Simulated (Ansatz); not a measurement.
Start from Sn (space group I4_1/amd, No. 141; a = 5.9471 Å, c = 3.2122 Å).

Level of theory: Kohn–Sham DFT with the PBE functional, run in Ansatz (a program for electronic structure) with PAW and 420 eV plane waves, no spin-orbit coupling, earlier PAW set.

Base values:

The density is 6.94 g/cm³.

Now apply this change: cell and atoms relaxed at a pressure of 15 GPa.

Estimate the effect on the density.

The density increases by 1.50 g/cm³ (6.94 g/cm³ → 8.44 g/cm³).

Load acts through the strain it causes; cell and atoms are relaxed under it. Stability against distortions was not tested. Measured, Sn leaves this structure (for a body-centred tetragonal phase) near 8 GPa (temperature not stated; as listed in Olga Degtyareva, NATO science for peace and security series. B, Physics and biophysics (2010)).
